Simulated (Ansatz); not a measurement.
# Sn (I4_1/amd): band-structure transport figures

Input:

```yaml
crystal:
  lattice:
    - [-2.93075, 2.93075, 1.56572]
    - [2.93075, -2.93075, 1.56572]
    - [2.93075, 2.93075, -1.56572]
  atoms:
    - { symbol: Sn, position: [0.75000, 0.25000, 0.50000] }
    - { symbol: Sn, position: [0.00000, 0.00000, 0.00000] }
```

These are r2SCAN, rigid bands (plane waves, PAW, scalar-relativistic; Ansatz, a first-principles code) values and carry that method's errors. Condition of this run: functional r2SCAN on the same cell. How the cell was made: cell and atoms relaxed with PBEsol.

```json
{
  "density of states at the Fermi level": "0.857 states/(eV·cell), both spins",
  "bare Sommerfeld coefficient": "1.01 mJ/(mol of atoms·K²)",
  "drude_plasma_energy": "9.5 (x), 9.5 (y), 8.7 (z) eV",
  "root-mean-square Fermi velocity": "1.4e6 m/s",
  "resistivity times τ": "5.4 (x), 5.4 (y), 6.4 (z) ×10⁻²² Ω·m·s"
}
```

A metal at this level (no band gap); rigid bands, thermally averaged at 300 K, both spins. Spin-orbit coupling is left out. τ is one relaxation time for all states.
